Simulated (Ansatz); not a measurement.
The starting structures come from a database of crystals and need not be the phases stable at ambient conditions.

Crystal: AlN (P6_3/mmc, not sure to be the ambient phase, 4 atoms a cell, 9.9 Å³ an atom, -5 GPa at this level); planes in its conventional cell.

Level of theory: r2SCAN (plane waves, PAW; Ansatz, a program for electronic structure).

The gap is the functional's own. No spin-orbit coupling. Mid-gap values are interpolated on the energy grid.

| plane | area of the cell (Å²) | mid-gap κ (1/Å) | largest κ in the gap (1/Å) |
|---|---|---|---|
| (100) | 13.9 | 0.31 | 0.33 |
| (001) | 9.5 | (withheld) | (withheld) |
| (110) | 24.0 | 0.31 | 0.33 |

### Question
The slowest decay depends on the direction. Supply the withheld values.

### Answer

- (001), mid-gap κ (1/Å): 0.27
- (001), largest κ in the gap (1/Å): 0.27
